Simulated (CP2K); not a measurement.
**A self-consistent single point of SnTe (Fm-3m, 2 atoms in the cell) with CP2K**

Level of theory: PBE, GPW, DZVP-MOLOPT-SR-GTH basis, GTH-PBE potentials (GTH_POTENTIALS) run with CP2K.

The input file:

```
&GLOBAL
  PROJECT scf
  RUN_TYPE ENERGY_FORCE
  PRINT_LEVEL LOW
&END GLOBAL
&FORCE_EVAL
  METHOD Quickstep
  STRESS_TENSOR ANALYTICAL
  &DFT
    BASIS_SET_FILE_NAME BASIS_MOLOPT
    POTENTIAL_FILE_NAME GTH_POTENTIALS
    &QS
      METHOD GPW
      EPS_DEFAULT 1E-10
    &END QS
    &MGRID
      CUTOFF 400
      REL_CUTOFF 50
      NGRIDS 4
    &END MGRID
    &SCF
      SCF_GUESS ATOMIC
      EPS_SCF 1E-6
      MAX_SCF 100
      ADDED_MOS 4
      &DIAGONALIZATION
        ALGORITHM STANDARD
      &END DIAGONALIZATION
      &MIXING
        METHOD BROYDEN_MIXING
        ALPHA 0.2
        NBUFFER 10
      &END MIXING
      &SMEAR ON
        METHOD FERMI_DIRAC
        ELECTRONIC_TEMPERATURE [K] 580.23
      &END SMEAR
    &END SCF
    &KPOINTS
      SCHEME MONKHORST-PACK 6 6 6
      GAMMA_CENTERED T
    &END KPOINTS
    &XC
      &XC_FUNCTIONAL PBE
      &END XC_FUNCTIONAL
    &END XC
    &PRINT
      &MO
        EIGENVALUES T
        OCCUPATION_NUMBERS T
        NDIGITS 8
        FILENAME mo
        &EACH
          QS_SCF 0
        &END EACH
        ADD_LAST NUMERIC
      &END MO
      &MULLIKEN OFF
      &END MULLIKEN
    &END PRINT
  &END DFT
  &SUBSYS
    &CELL
      A 4.55047700 0.00000000 0.00000000
      B 2.27523800 3.94082900 0.00000000
      C 2.27523800 1.31361000 3.71544900
      PERIODIC XYZ
    &END CELL
    &COORD
      SCALED
      Sn       0.00000000     0.00000000     0.00000000
      Te       0.50000000     0.50000000     0.50000000
    &END COORD
    &KIND Sn
      BASIS_SET DZVP-MOLOPT-SR-GTH
      POTENTIAL GTH-PBE-q4
    &END KIND
    &KIND Te
      BASIS_SET DZVP-MOLOPT-SR-GTH
      POTENTIAL GTH-PBE-q6
    &END KIND
  &END SUBSYS
  &PRINT
    &FORCES ON
    &END FORCES
    &STRESS_TENSOR ON
    &END STRESS_TENSOR
  &END PRINT
&END FORCE_EVAL
```

Output (repeated stretches shortened):

```
 GLOBAL| Method name                                                        CP2K
 GLOBAL| Project name                                                        scf
 GLOBAL| Run type                                                   ENERGY_FORCE

 TOTAL NUMBERS AND MAXIMUM NUMBERS

  Total number of            - Atomic kinds:                                   2
                             - Atoms:                                          2
                             - Shell sets:                                     2
                             - Shells:                                        10
                             - Primitive Cartesian functions:                 10
                             - Cartesian basis functions:                     28
                             - Spherical basis functions:                     26

  Maximum angular momentum of- Orbital basis functions:                        2
                             - Local part of the GTH pseudopotential:          0
                             - Non-local part of the GTH pseudopotential:      4

 SCF PARAMETERS         Density guess:                                    ATOMIC
                        max_scf:                                             100
                        max_diis:                                              4
                        eps_scf:                                        1.00E-06
                        eps_diis:                                       1.00E-01
                        eps_eigval:                                     1.00E-05
                        level_shift [a.u.]:                             0.000000
                        added MOs                                         4    0
                        Mixing method:                            BROYDEN_MIXING
                                                charge density mixing in g-space
                        Smear method:                                FERMI_DIRAC
                        Electronic temperature [K]:                        580.2
                        Electronic temperature [a.u.]:                  1.84E-03
                        Accuracy threshold:                             1.00E-10
                        No outer SCF

 Extrapolation method: initial_guess

 Number of electrons:                                                         10
 Number of occupied orbitals:                                                  5
 Number of molecular orbitals:                                                 9

 Number of orbital functions:                                                 26
 Number of independent orbital functions:                                     26

 SCF WAVEFUNCTION OPTIMIZATION

  Step     Update method      Time    Convergence         Total energy    Change
     1 NoMix/Diag. 0.20E+00      -     0.25054887       -11.7005702486 -1.17E+01
     2 Broy./Diag. 0.20E+00      -     0.03422479       -11.6396849049  6.09E-02
     3 Broy./Diag. 0.20E+00      -     0.06686180       -11.6678467778 -2.82E-02
     4 Broy./Diag. 0.20E+00      -     0.00694594       -11.6954609272 -2.76E-02
     5 Broy./Diag. 0.20E+00      -     0.00269546       -11.6731383257  2.23E-02
     6 Broy./Diag. 0.20E+00      -     0.00011789       -11.6745444838 -1.41E-03
     7 Broy./Diag. 0.20E+00      -     0.00008884       -11.6738996027  6.45E-04
     8 Broy./Diag. 0.20E+00      -     0.00000737       -11.6738697286  2.99E-05
     9 Broy./Diag. 0.20E+00      -     0.00000803       -11.6739453369 -7.56E-05
    10 Broy./Diag. 0.20E+00      -     0.00000028       -11.6739504126 -5.08E-06

  *** SCF run converged in    10 steps ***

  Electronic density on regular grids:        -10.0000000000        0.0000000000
  Core density on regular grids:                9.9999999966       -0.0000000034
  Total charge density on r-space grids:       -0.0000000034
  Total charge density g-space grids:          -0.0000000034

  Overlap energy of the core charge distribution:               0.00000000000761
  Self energy of the core charge distribution:                -25.12194509279122
  Core Hamiltonian energy:                                      5.13339157136335
  Hartree energy:                                              11.12608816136053
  Exchange-correlation energy:                                 -2.81140642682788
  Electronic entropic energy:                                  -0.00007862562011
  Fermi energy:                                                 0.16204522901921

  Total energy:                                               -11.67395041255494
  Total energy (extrapolated to T->0):                        -11.67391109974488

 ENERGY| Total FORCE_EVAL ( QS ) energy [hartree]            -11.673949742858754

 FORCES| Atomic forces [hartree/bohr]
 FORCES|   Atom     x               y               z               |f|
 FORCES|      1 -5.20231895E-16 -7.36522500E-16 -2.31670976E-15   2.48601101E-15
 FORCES|      2 -1.10023160E-15  4.27435712E-16 -2.95592319E-15   3.18287492E-15
 FORCES| Sum    -1.62046350E-15 -3.09086788E-16 -5.27263295E-15
 FORCES| Total atomic force                                       5.52468051E-15

 STRESS| Analytical stress tensor [bar]
 STRESS|                        x                   y                   z
 STRESS|      x        1.84390895078E+03   1.46154196043E-02   1.03346620708E-02
 STRESS|      y        1.46154196043E-02   1.84383127557E+03  -5.18899360546E-02
 STRESS|      z        1.03346620708E-02  -5.18899360546E-02   1.84387376157E+03
 STRESS| 1/3 Trace                                             1.84387132931E+03
```

The run converged in 10 iterations.

The starting cell comes from a database of computed structures (which also holds hypothetical and non-ambient phases and stackings), without a prior relaxation at this level. Its lattice was rescaled by a random factor within 2.5 % of one. Values carry the incompleteness of an atom-centred basis. The run gives no clean gap (levels at the Fermi energy touch, overlap or are partly filled at this smearing), which alone does not show that the compound is a metal.

Cost on one core of a shared machine: roughly 30 s.
